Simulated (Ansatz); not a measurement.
Cost and result by functional for the surface energy of the (100) surface of rock-salt MgO in its 1x1 cell (cut with top plane Mg + O, bottom plane Mg + O), outermost plane spacing 2.13 Å in the ideal cut, in Ansatz (plane waves, PAW). Single points on the PBE structure, on one kind of machine; costs are rough ratios of the slab run's core time (references not counted) to the cheapest single point. r2SCAN's cost holds its higher cutoff (500 against 420 eV). Differences are taken against HSE06 for comparison alone: no measured value is at hand, so the table doesn't rank accuracy. HSE06 ran on a coarser k-mesh, which lowers its cost and carries part of its shift.

Model: 12-atom slab, Mg6O6, 10.6 Å thick at the start, 8x8x1 mesh, Fermi-Dirac 0.025 eV, dipole correction, all atoms relaxed; start symmetry kept, larger cells not searched; no spin, no spin-orbit, no U. These notes are the PBE run's.

```tsv
functional	relative cost	surface energy (J/m²)	less HSE06 (J/m²)
RPBE	1	0.69	-0.35
LDA	1	1.24	0.21
PBEsol	1	1.06	0.02
r2SCAN	2	1.14	0.11
HSE06	6	1.04	0.00
PBE (the relaxed run's value)	–	0.88	-0.16
```

The values span 0.56 J/m², while the single points' costs differ by a factor of roughly 6. Differences are of unrounded values.

Ansatz is an electronic-structure program.
